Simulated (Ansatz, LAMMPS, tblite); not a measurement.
**Stishovite (SiO2), elastic constant C12**

Reference value: 201 GPa (measured, temperature not stated, not corrected to a static lattice; as tabulated in Lakshtanov, Sinogeikin, Hellwig, Katsura, Bass et al., AGU Fall Meeting 2007 …).

```tsv
level (code)	value (GPa)	cell (Å³/atom)
Vashishta SiO.1997.vashishta (LAMMPS)	35.3	11.99
GFN2-xTB (tblite)	162	7.20
LDA (Ansatz)	(withheld)	7.66
PBE (Ansatz)	163	8.05
r²SCAN (Ansatz)	203	7.79
```

Q: Some entries are withheld; supply them.

A: 
- LDA (Ansatz, a first-principles code), value (GPa): 223

Differences against the reference: Vashishta SiO.1997.vashishta -82 %, GFN2-xTB -19.4 %, LDA +10.9 %, PBE -18.9 %, r²SCAN +1.0 %.

Leaving aside Vashishta SiO.1997.vashishta (doubt noted below): The reference's temperature isn't stated, so close values are not ranked against it.

The measured value isn't corrected to a static lattice, so vibrations enter the comparison.  Vashishta SiO.1997.vashishta: the cell has another shape than the first-principles one, perhaps another minimum in the same group. GFN2-xTB: the method was fitted mainly to molecules. GFN2-xTB: the run uses a supercell at the zone centre in place of a k mesh. Each level is taken at its own relaxed cell. Cutoffs differ between the levels. Ansatz's density-functional and Hartree–Fock values are scalar-relativistic unless marked +SOC, with PAW data made under PBE.

Empirical potentials (Vashishta SiO.1997.vashishta) are fitted to chosen data: where that held the value shown, agreement is built in, and what lay outside the fit can be far off.

Differences are worked out from the printed values.
